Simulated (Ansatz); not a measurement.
Consider Au in the fcc (Cu type) structure (space group Fm-3m, No. 225; a = 4.083 Å).

The change: cell and atoms relaxed at a pressure of 4.5 GPa.

Levels (all Ansatz, a first-principles code, PAW): PBEsol (420 eV, scalar-relativistic without spin-orbit coupling); r2SCAN (500 eV, no spin-orbit coupling).

The geometry is relaxed with PBEsol.

| Item | Result |
|---|---|
| PBEsol pressure | 4.5 GPa |

Problem. How does going to r2SCAN change the pressure?

Solution. The pressure goes up by 5.3 GPa to 9.8 GPa.

Single points use the geometry relaxed with PBEsol. Their cutoffs differ, which shifts pressures a little. Load acts through the strain it causes; cell and atoms are relaxed under it. Whether these cells are dynamically stable was not tested.
